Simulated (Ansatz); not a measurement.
**K2Se under a change: pressure 0.7 GPa**

Start from K$_{2}$Se in the anti-fluorite structure (space group Fm-3m, No. 225; a = 7.610 Å).

Now apply this change: a hydrostatic pressure of 0.7 GPa.

All numbers come from PBEsol/PAW in Ansatz (an electronic-structure program), spin-orbit coupling left out. k-mesh 8×8×8 (Γ-centred); smearing 0.05 eV (Fermi–Dirac).

```csv
quantity,base,changed,shift
volume per atom,36.72 Å³,35.40 Å³,-1.326 Å³
density,2.37 g/cm³,2.46 g/cm³,+0.09 g/cm³
lattice parameter a,7.610 Å,7.517 Å,-0.093 Å
shortest interatomic distance,3.295 Å,3.255 Å,-0.040 Å
enthalpy H = E + PV relative to the base's energy,–,+0.16 eV/atom,–
band gap,2.11 eV,2.19 eV,+0.08 eV
gap character,"indirect, X → Γ","indirect, X → Γ",–
smallest direct gap,2.27 eV,2.38 eV,+0.11 eV
mean gap deformation potential ΔEg/Δln V,–,-2.1 eV,–
width of the top valence band,0.16 eV,0.19 eV,+0.03 eV
electron mass,0.31 mₑ (at Γ),0.31 mₑ (at Γ),–
"valley order (the lowest conduction-band minima on the path, energy above the VBM, named in the base's zone)",Γ 2.11 eV; X along ⟨100⟩ 3.29 eV,Γ 2.19 eV; X along ⟨100⟩ 3.29 eV,–
```

Final structure:

```yaml
crystal:
  lattice:
    - [0.00000, 3.75849, 3.75849]
    - [3.75849, 0.00000, 3.75849]
    - [3.75849, 3.75849, 0.00000]
  atoms:
    - { symbol: K, position: [0.25000, 0.25000, 0.25000] }
    - { symbol: K, position: [0.75000, 0.75000, 0.75000] }
    - { symbol: Se, position: [0.00000, 0.00000, 0.00000] }
```

Load acts through the strain it causes; cell and atoms are relaxed under it. Masses are band curvatures over ±0.01 Å⁻¹ around the edge. Whether these cells are dynamically stable was not tested.
